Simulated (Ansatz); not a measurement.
The reference is Zr in the hcp (Mg type) structure (space group P6_3/mmc, No. 194; a = 3.232 Å, c = 5.174 Å).

Levels (all Ansatz, a quantum-chemistry and plane-wave program, PAW, earlier PAW set): PBE (420 eV, no spin-orbit coupling); r2SCAN (500 eV, spin-orbit coupling left out).

The geometry is relaxed with PBE.

| Quantity | Value |
|---|---|
| PBE pressure | 0.0 GPa |

Predict the pressure from r2SCAN.

The pressure goes from zero to 0.4 GPa.

Single points use the geometry relaxed with PBE. Their cutoffs differ, which shifts pressures a little. Stability against distortions was not tested. The final runs are not spin-polarised.
